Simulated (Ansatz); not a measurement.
Worked example: relaxation of the atoms of Ta₃Ru (P1, 4 atoms in the cell) in Ansatz (a program for electronic structure).

Computed with PBEsol, default PAW files made with PBE (plane waves; Ansatz).

The change in words: atoms moved at random; scf.convergence.dr2_threshold: default (1e-07 eV) → 0.001 eV; relax: default → atoms; relax.f_tol: default → 0.03 eV/Å. Reference geometry:
```
CELL_PARAMETERS angstrom
      1.66909    -2.34231     0.00000
      1.66909     2.34231     0.00000
      0.00000     0.00000     8.81420
ATOMIC_POSITIONS crystal
  Ta 0.50000 0.50000 0.76388
  Ta 0.50000 0.50000 0.23612
  Ta 0.00000 0.00000 0.50000
  Ru 0.00000 0.00000 0.00000
```

Reference input (self-consistent single point, DFT, PBEsol, plane waves, default PAW files made with PBE): kpoints.mp_grid.grid = 12 12 4; hamiltonian.xc = pbesol; hamiltonian.pseudopotentials = {kind: paw} (the program's default PAW files); scf.occupations.method = gaussian; scf.occupations.width = 0.05 eV. This run's input differs from it in these lines:

Ansatz 0.2 input:
```diff
@@ -6,6 +6,6 @@
   atoms:
-    - { symbol: Ta, position: [0.500000, 0.500000, 0.763880] }
-    - { symbol: Ta, position: [0.500000, 0.500000, 0.236120] }
-    - { symbol: Ta, position: [0.000000, 0.000000, 0.500000] }
-    - { symbol: Ru, position: [0.000000, 0.000000, 0.000000] }
+    - { symbol: Ta, position: [0.495011, 0.496958, 0.764686] }
+    - { symbol: Ta, position: [0.497776, 0.494536, 0.235490] }
+    - { symbol: Ta, position: [0.010148, 0.005514, 0.498574] }
+    - { symbol: Ru, position: [-0.002934, 0.002992, 0.001251] }
 kpoints:
@@ -17,2 +17,5 @@
   occupations: { method: gaussian, width: 0.05 }
+  convergence: { dr2_threshold: 1.0e-03 eV }
+relax:
+  f_tol: 0.03
 output:
```

The program printed (abridged):

```
   [... SCF lines of the steps left out ...]
relax step   1: F+E_penalty+E_count = -35236.30184249 eV  Δ(F+E_penalty+E_count) = +0.000e0 eV  max|allowed force component| = 2.870e-1 eV/Å  Δτ_max = 0.0000 Å  (6 SCF iters, accepted)
relax step   2: F+E_penalty+E_count = -35236.22617616 eV  Δ(F+E_penalty+E_count) = +7.567e-2 eV  max|allowed force component| = 1.008e0 eV/Å  Δτ_max = 0.1434 Å  (6 SCF iters, rejected (line search))
relax step   3: F+E_penalty+E_count = -35236.31032625 eV  Δ(F+E_penalty+E_count) = -8.484e-3 eV  max|allowed force component| = 9.621e-3 eV/Å  Δτ_max = 0.0313 Å  (6 SCF iters, accepted)
Free energy (F): -35236.310326 eV
Internal energy: -35236.303430 eV  (E = F + TS)
E sigma→0 (E₀):  -35236.306878 eV
Entropy (-TS):   -0.006897 eV (-1.724 meV/atom)
Fermi energy:    19.187057 eV
--- Forces (eV/Å), atoms counted from 1 ---
  atom   1  Ta    -0.00108876     0.00292312    -0.00958619
  atom   2  Ta    -0.00122860     0.00263842     0.00964588
  atom   3  Ta     0.00145459    -0.00253375    -0.00086035
  atom   4  Ru     0.00073270    -0.00294493     0.00093995
--- Stress (GPa, compression-positive) ---
       -8.460311       0.000011       0.000018
        0.000011      -7.586266      -0.000231
        0.000018      -0.000231      -8.368303
  P = ⅓ Tr σ = -8.1383 GPa (-81.383 kbar)
  The stress holds the Pulay correction. Without it, at fixed plane waves, as pw.x and ABINIT print it: P = -8.1884 GPa
   [... lines left out ...]
  atoms:
    - { symbol: Ta, position: [0.5001002031513464, 0.4999462853870307, 0.7647678463107381] }
    - { symbol: Ta, position: [0.5000887264284385, 0.49997373278955115, 0.23523518292447576] }
    - { symbol: Ta, position: [-0.00013238270541183683, 6.355496589718988e-5, 0.5000070144679962] }
    - { symbol: Ru, position: [-5.5546874373049984e-5, 1.642685752096395e-5, -9.043703210230046e-6] }
```

The run converged.  The full log also holds: “iter 5 did not close the SCF: its close was put off for the readings that it lacked (scf_convergence_deferred on its scf_iter line)”. The full log also holds: “iter 4 did not close the SCF: its close was put off for the readings that it lacked (scf_convergence_deferred on its scf_iter line)”.

Summary of the result:
| Item | Value |
|---|---|
| Free energy E − TS (on the zero of these files) | -35236.3103 eV |
| Fermi level (on the code's own zero) | 19.19 eV |
| Pressure | -8.14 GPa |
| Largest force (vector length) | 0.010 eV/Å |
| Relaxation steps | 3 |

The starting cell comes from a database of computed structures (which also holds hypothetical and non-ambient phases and stackings), without a prior relaxation at this level. For this run, on top of that: atoms moved at random. Spin polarisation is off. Ansatz's pressure includes its estimate of the finite-basis (Pulay) stress.

Cost on one core of a shared machine: roughly 3 min.
